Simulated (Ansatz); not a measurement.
## C11b MoSi₂

The numbers are results of r²SCANh in Ansatz (PAW), not measurements.

Numerical settings: plane-wave cutoff 520 eV, 12×12×12 k mesh, Fermi–Dirac smearing 0.05 eV, no spin polarisation, scalar-relativistic PAW data made under PBE.

Cell (relaxed at this level):

```
CELL_PARAMETERS angstrom
     -1.59649     1.59649     3.89811
      1.59649    -1.59649     3.89811
      1.59649     1.59649    -3.89811
ATOMIC_POSITIONS crystal
  Si 0.66415 0.66415 0.00000
  Si 0.33585 0.33585 0.00000
  Mo 0.00000 0.00000 0.00000
```

lattice constant a: 3.193 Å
c axis length: 7.796 Å

Measured, for comparison: lattice constant a 3.205 Å, lattice parameter c 7.845 Å (temperature not stated, no zero-point or thermal correction; as tabulated in Pavlosiuk et al. (2022), arXiv:2202.05362). Computed (rounded) less measured: lattice constant a -0.4 %, lattice parameter c -0.6 %. A static lattice is as a rule a little smaller and stiffer than an uncorrected measurement, which narrows the difference in the lattice constant a, lattice parameter c and would widen misses of the other sign.

Note: the run has no spin polarisation, so it can have missed a magnetic state.

Computed values are for the static lattice.

Cost on a shared machine: around 4 core-hours (rough).

Ansatz is a first-principles code.
